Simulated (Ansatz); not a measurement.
# TiC: strain along the normal

TiC (rock salt, Fm-3m, 9.670 Å³/atom and stress up to 0.01 GPa in the relaxed cell) under an equal strain ε in the (001) plane with the normal axis free, as in a coherent film. LDA in Ansatz, a plane-wave DFT program (PAW, default set), 420 eV, 23×23×23 Γ-centred mesh, Fermi-Dirac smearing 0.10 eV; ions are relaxed, or left where forces stay under 0.02 eV/Å, within the symmetry of each cell.

Here s stands for strain and y for normal strain.

```csv
strain (%),normal strain (%)
-1.50,0.68
-1.00,0.45
-0.50,0.22
0.00,0.00
0.50,-0.22
1.00,-0.43
1.50,-0.64
3.00,?
```

Taking a straight line for y over the 7 complete rows: Means: s 0, y 0.009. About the means, the sum of products is -3.0800 and the sum of squares of s is 7.0000; the slope is their ratio. Least squares gives y = 0.009 - 0.4400·s. Residuals (row less fit): 0.011, 0.001, -0.009, -0.009, -0.009, 0.001, 0.011; standard error 0.010 (degrees of freedom: 5). The slope, about -0.44, is the elastic response of the normal axis, −2C12/C11 for this plane.

Task: Estimate the missing y (s = 3.00); what did the run itself give?

Result: y = 0.009 - 0.4400 × 3.0 = -1.311%. The calculation gives -1.23%, 0.081% above the prediction (4.2 % of the range of y in the table). The row lies outside the fitted rows, so this is an extrapolation. From the scatter of the fitted rows alone, a prediction at this place has a standard error of 0.015%, so the miss is 5.4 times that.

A polynomial of degree 2 through the 12 other runs of the series gives -1.23 there, so most of the miss is curvature that the fit leaves out. In a metal these values are sensitive to mesh and smearing; energies are taken to zero smearing, stresses follow the free energy. The runs aren't spin-polarised. Rows are the converged runs of the series near zero and its far end; series whose fitted rows scatter by over a few per cent of the range, as at a crossing or softening among them, aren't shown in this form, nor equations of state whose B0' disagrees with the runs' pressures. Most that stay on the fit to the last digits aren't either.
